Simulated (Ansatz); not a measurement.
Base system: Sc in the hcp (Mg type) structure (space group P6_3/mmc, No. 194; relaxed with 0.1 eV smearing).

```
Sc
1.0
    3.27535     0.00000     0.00000
   -1.63768     2.83654     0.00000
    0.00000     0.00000     5.10512
Sc
2
Cartesian
  1.63768   0.94551   1.27628
  0.00000   1.89103   3.82884
```

Cartesian axes are those of the cell as printed.

Computed with PBEsol (Ansatz, an electronic-structure program), no spin-orbit coupling.

It is then changed as follows: biaxial strain +2.00 %, plane normal [001], relaxed out of plane (Cartesian); in-plane vectors clamped, the third vector and the atoms free.

### Question
Estimate the effect on the out-of-plane strain.

### Answer
The out-of-plane strain is -1.11 %.

Stability against distortions was not tested. All final runs are without spin polarisation.
